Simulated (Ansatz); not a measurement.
Take TiAl (space group P4/mmm, No. 123; a = 2.8129 Å, c = 4.0584 Å) as the base. Axes: x, y, z lie along a, b, c of the conventional cell.

Method: Ansatz (a quantum-chemistry and plane-wave program), r2SCAN, PAW, cutoff 500 eV, no SOC.

Before the change:

The volume per atom is 16.06 Å³.

It is then changed as follows: uniaxial stress, 8 GPa tension along z, with the cell and atoms free to relax against it.

Problem. How does this affect the energy relative to the base and volume per atom?

Solution. The energy increases by 25 meV/atom; the volume per atom grows by 0.386 Å³ to 16.44 Å³.

Without a gap, meshes like the base's 16×16×12 leave anisotropic stresses uncertain by several tenths of a GPa, and small strain energies with them. Load acts through the strain it causes; cell and atoms are relaxed under it. Beyond what the load breaks, stability against distortions was not tested. All final runs are without spin polarisation.
